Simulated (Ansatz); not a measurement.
Base system: GaP in the zinc blende structure (space group F-43m, No. 216; a = 5.438 Å).

One thing is altered: Sb takes the place of P on all its sites; the structure is relaxed again.

Levels (all Ansatz, an electronic-structure program, PAW): PBEsol (420 eV, scalar-relativistic without spin-orbit coupling); r2SCAN (500 eV, without spin-orbit coupling).

The geometry is relaxed with PBEsol.

| Item | Result |
|---|---|
| PBEsol band gap | zero |
| PBEsol pressure | 0.0 GPa |

With r2SCAN at the same geometry, the hole mass (degenerate bands, along [100]) comes out as 0.026, 0.26, 0.26 mₑ (at Γ); the band gap changes from zero to 0.49 eV; the electron mass is 0.027 mₑ (at Γ); the pressure goes from zero to 0.6 GPa.

Single points use the geometry relaxed with PBEsol. Their cutoffs differ, which shifts pressures a little. With Sb present, leaving out spin-orbit coupling can change the band edges. Masses are band curvatures over ±0.01 Å⁻¹ around the edge. Stability against distortions was not tested. The final runs are not spin-polarised. The zero or small gap of GaSb can change with the level of theory.
